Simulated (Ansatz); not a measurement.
The reference is SiC in the zinc blende structure (space group F-43m, No. 216; a = 4.329 Å). Axes: x, y, z lie along the cube axes.

Method: LDA (Ansatz, a quantum-chemistry and plane-wave program, PAW, no spin-orbit coupling).

Strains are applied to the cell and any free atomic positions relax.

One change was made to it. Results:

| quantity | base | after |
|---|---|---|
| valley order (the lowest conduction-band minima on the path, energy above the VBM, named in the base's zone) | X along ⟨100⟩ 1.30 eV | X along [001] 1.27 eV; X along [010] 1.27 eV |
| smallest direct gap | 4.53 eV | 4.48 eV |
| valence-band top at Γ (three highest levels, from the VBM) | 0.00, 0.00, 0.00 eV | 0.00, -0.03, -0.06 eV |

**Question.** Which change produced these results?
A) tensor shear ε_xy = +1.14 %
B) tensor shear ε_xy = +0.29 %
C) tensor shear ε_xy = +0.86 %

**Answer.** B, tensor shear ε_xy = +0.29 %. For comparison, the valley order in the other runs: tensor shear ε_xy = +1.14 % gives X along [001] 1.15 eV; X along [010] 1.18 eV; tensor shear ε_xy = +0.86 % gives X along [001] 1.20 eV; X along [010] 1.21 eV.

No phonon test of stability was made.
